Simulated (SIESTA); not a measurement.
Worked example: self-consistent single point of TiSi2 (Fddd, 6 atoms in the cell) in SIESTA.

Level of theory: SIESTA 5.4.2 with GGA PBE, numerical atomic orbitals TZP, PseudoDojo PBE standard norm-conserving potentials (rewritten from UPF to PSML).

The change in words: lattice scaled by 0.98. Reference geometry:
```
CELL_PARAMETERS angstrom
      0.00000     4.20892     4.35754
      2.44256     0.00000     4.35754
      2.44256     4.20892     0.00000
ATOMIC_POSITIONS crystal
  Ti 0.50000 0.50000 0.50000
  Ti 0.75000 0.75000 0.75000
  Si 0.83743 0.16257 0.83743
  Si 0.16257 0.83743 0.16257
  Si 0.41257 0.08743 0.41257
  Si 0.08743 0.41257 0.08743
```

Reference input (self-consistent single point, DFT, GGA PBE, numerical atomic orbitals TZP, PseudoDojo PBE standard norm-conserving potentials (rewritten from UPF to PSML)): XC.functional = GGA; XC.authors = PBE; potentials = PseudoDojo PBE standard; PAO.BasisSize = TZP; PAO.EnergyShift = 0.01 Ry; MeshCutoff = 400 Ry; kgrid.MonkhorstPack = 7 7 7; OccupationFunction = MP; OccupationMPOrder = 0; ElectronicTemperature = 2320.9 K; MaxSCFIterations = 150; SCF.Mixer.Method = Broyden. This run's input differs from it in these lines:

```diff
@@ -12,5 +12,5 @@
 %block LatticeVectors
-     0.000000000    4.208924000    4.357536000
-     2.442557000    0.000000000    4.357536000
-     2.442557000    4.208924000    0.000000000
+     0.000000000    4.124746000    4.270385000
+     2.393706000    0.000000000    4.270385000
+     2.393706000    4.124746000    0.000000000
 %endblock LatticeVectors
@@ -18,8 +18,8 @@
 %block AtomicCoordinatesAndAtomicSpecies
-     2.442557000    4.208924000    4.357536000  1
-     3.663835500    6.313386000    6.536304000  1
-     2.442557000    7.049358451    4.357536000  2
-     2.442557000    1.368489549    4.357536000  2
-     1.221278500    3.472951549    2.178768000  2
-     1.221278500    0.735972451    2.178768000  2
+     2.393706000    4.124746000    4.270385000  1
+     3.590559000    6.187119000    6.405577500  1
+     2.393706000    6.908372086    4.270385000  2
+     2.393706000    1.341119914    4.270385000  2
+     1.196853000    3.403492914    2.135192500  2
+     1.196853000    0.721253086    2.135192500  2
 %endblock AtomicCoordinatesAndAtomicSpecies
```

Output (repeated stretches shortened):

```
        iscf     Eharris(eV)        E_KS(eV)     FreeEng(eV)     dDmax    Ef(eV) dHmax(eV)
   scf:    1    -3654.985553    -3689.112258    -3689.155767  1.741857 -4.885296  8.121206
   scf:    2    -3693.567324    -3692.371051    -3692.417207  0.119185 -5.329427  1.523484
   scf:    3    -3692.636685    -3692.520976    -3692.568596  0.031535 -5.425032  0.551532
   scf:    4    -3692.663848    -3692.607161    -3692.656915  0.041540 -5.501968  0.189185
   scf:    5    -3692.593507    -3692.605013    -3692.655211  0.013668 -5.543499  0.295253
   [... 3 lines left out ...]
   scf:    9    -3692.610804    -3692.610799    -3692.660824  0.000135 -5.523494  0.000417
   scf:   10    -3692.610799    -3692.610799    -3692.660825  0.000027 -5.523528  0.000201
   scf:   11    -3692.610799    -3692.610799    -3692.660825  0.000013 -5.523542  0.000109
   scf:   12    -3692.610798    -3692.610798    -3692.660825  0.000009 -5.523550  0.000077
SCF Convergence by DM+H criterion
max |DM_out - DM_in|         :     0.0000085714
max |H_out - H_in|      (eV) :     0.0000771838
SCF cycle converged after 12 iterations

Using DM_out to compute the final energy and forces

siesta: E_KS(eV) =            -3692.6108

siesta: E_KS - E_eggbox =     -3692.6108

siesta: Atomic forces (eV/Ang):
     1   -0.000024    0.000129    0.000102
     2    0.000024   -0.000129   -0.000102
     3   -0.000071   -0.068249   -0.000085
     4    0.000045    0.068256   -0.000008
     5    0.000071    0.067879    0.000085
     6   -0.000045   -0.067885    0.000007
   Tot    0.000000    0.000000    0.000000
   Max    0.068256
   Res    0.032087    sqrt( Sum f_i^2 / 3N )
   Max    0.068256    constrained

   [... lines left out ...]
siesta: FreeEng =     -3692.660825
   [... lines left out ...]
siesta:    -0.007377   -0.000005   -0.000005
siesta:    -0.000005    0.001146   -0.000021
siesta:    -0.000005   -0.000021   -0.011242

siesta: Cell volume =         84.326688 Ang**3

siesta: Pressure (static):
siesta:                Solid            Molecule  Units
siesta:           0.00006343          0.00007198  Ry/Bohr**3
siesta:           0.00582425          0.00660918  eV/Ang**3
siesta:           9.33148095         10.58907283  kBar
```

The run converged in 12 iterations. Against the reference run the free energy goes down by 17.4 meV/atom, the pressure goes from -6.92 to 0.93 GPa and the largest force goes from 0.034 to 0.068 eV/Å.

The starting cell comes from a database of computed structures (which also holds hypothetical and non-ambient phases and stackings), without a prior relaxation at this level. Its lattice was rescaled by a random factor within 2.5 % of one. For this run, on top of that: lattice scaled by 0.98. Spin polarisation is off. Values carry the incompleteness of an atom-centred basis.

Cost on one core of a shared machine: roughly 90 s.
